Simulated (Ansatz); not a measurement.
B₄C₃ (model structure, started from the Al4C3 type, R-3m, No. 166, 7 atoms in the cell), treated with PBEsol (PAW; Ansatz, a first-principles code).

Numerical settings: plane-wave cutoff 520 eV, 14×14×14 k mesh, Fermi–Dirac smearing 0.01 eV, scalar-relativistic PAW data made under PBE.

Computed at the level's own relaxed cell.

```xyz
7
Lattice="1.3509 0.7799 6.9244 -1.3509 0.7799 6.9244 0.0000 -1.5599 6.9244" Properties=species:S:1:pos:R:3 pbc="T T T"
B      0.0000     0.0000    18.0492
B      0.0000     0.0000     2.7239
B      0.0000     0.0000    14.6200
B      0.0000     0.0000     6.1530
C      0.0000     0.0000    16.2021
C      0.0000     0.0000     4.5710
C      0.0000     0.0000     0.0000
```

**Question.** List the 17 lowest band energies at Γ above −25 eV (eV, relative to the valence band maximum), grouping those that round alike.

**Answer.** At Γ: -19.64, -17.87, -16.06, -10.22, -8.33, -2.49 (×2), -2.46 (×2), -0.98, 0.00 (×2), 2.22 (×2), 3.58, 6.47 (×2).

Note: the relaxation could raise the start's symmetry but not lower it, so the cell can be a saddle point.

A model structure was made by putting elements into a prototype or built by hand; it is no filed structure, need not be a known phase, and can be a saddle point held by its symmetry.
